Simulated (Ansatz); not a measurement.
Given:

```yaml
crystal:
  lattice:
    - [0.00000, 2.82956, 2.82956]
    - [2.82956, 0.00000, 2.82956]
    - [2.82956, 2.82956, 0.00000]
  atoms:
    - { symbol: Ga, position: [0.00000, 0.00000, 0.00000] }
    - { symbol: As, position: [0.25000, 0.25000, 0.25000] }
```

These are PBEsol, rigid bands (plane waves, PAW, scalar-relativistic; Ansatz, a first-principles code) values and carry that method's errors. Geometry: cell and atoms relaxed with PBEsol.

Question: What conductivity effective mass do dilute electrons have at 300 K?

Answer: 0.033 mₑ.

Question: And the band gap?

Answer: 0.42 eV at this level; semilocal functionals usually fall short of the measured gap.

Rigid bands, one relaxation time for all states, no polarons. Spin-orbit coupling is left out; where it splits the top of the valence band it changes the hole mass and lowers the gap by about a third of the splitting.
